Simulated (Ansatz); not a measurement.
**BaTe under a change: pressure −1 GPa**

The reference is BaTe in the rock salt structure (space group Fm-3m, No. 225; a = 7.064 Å).

It is then changed as follows: hydrostatic tension (pressure −1 GPa).

Level of theory: PBE (Ansatz, a first-principles code; PAW; 420 eV plane waves; scalar-relativistic without spin-orbit coupling). Γ-centred 8×8×8 mesh, Fermi–Dirac width 0.05 eV.

```csv
quantity,base,changed,shift
volume per atom,44.07 Å³,45.76 Å³,+1.69 Å³
lattice parameter a,7.064 Å,7.154 Å,+0.0893 Å
shortest interatomic distance,3.532 Å,3.577 Å,+0.045 Å
enthalpy H = E + PV relative to the base's energy,–,-0.28 eV/atom,–
band gap,1.66 eV,1.72 eV,+0.066 eV
gap character,"indirect, Γ → X","indirect, Γ → X",–
smallest direct gap,2.01 eV,2.08 eV,+0.07 eV
mean gap deformation potential ΔEg/Δln V,–,+1.8 eV,–
electron mass,"1.3 mₑ along k, 0.28 mₑ across (at X)","1.3 mₑ along k, 0.29 mₑ across (at X)",–
"hole mass (degenerate bands, along [100])","0.16, 1.3, 1.3 mₑ (at Γ)","0.17, 1.4, 1.4 mₑ (at Γ)",–
"valley order (the lowest conduction-band minima on the path, energy above the VBM, named in the base's zone)",X along ⟨100⟩ 1.66 eV; Γ 2.87 eV,X along ⟨100⟩ 1.72 eV; Γ 2.73 eV,–
```

Final structure:

```
CELL_PARAMETERS angstrom
      0.00000     3.57685     3.57685
      3.57685     0.00000     3.57685
      3.57685     3.57685     0.00000
ATOMIC_POSITIONS crystal
  Ba 0.00000 0.00000 0.00000
  Te 0.50000 0.50000 0.50000
```

Spin-orbit coupling, missing from the scalar runs, can matter with Te. Load acts through the strain it causes; cell and atoms are relaxed under it. Effective masses come from finite differences of ±0.01 Å⁻¹. Along k means along the line from Γ to the band edge. Whether these cells are dynamically stable was not tested.
